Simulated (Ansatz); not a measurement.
Hypothetical P6_3/mmc SnS2, element substitutions

Consider SnS$_{2}$ in the 2H-MoS2 type structure (space group P6_3/mmc, No. 194; a = 3.5613 Å, c = 11.1486 Å; a hypothetical phase, not in the database extracts checked; layered, stacked along the Cartesian z axis).

Each row replaces one element on all its sites; cell and atoms are relaxed.

The values are results of Ansatz (an electronic-structure program), PBEsol-D3(BJ), PAW, cutoff 420 eV, no spin-orbit coupling, not measurements.

```csv
change,shortest interatomic distance,c/a ratio
base,261.0 pm,3.131
Sn → Tl,268.5 pm,2.842
S → O,214.5 pm,3.081
Sn → Ir,237.5 pm,3.163
```

Stability against distortions was not tested. As relaxed here, TlS2 and IrS2 are hypothetical phases, not in the database extracts checked. For SnO2 in this form, whether it has been made was not checked. All final runs are without spin polarisation. IrS2 has a high density of states at the Fermi level and may be magnetic at this level.
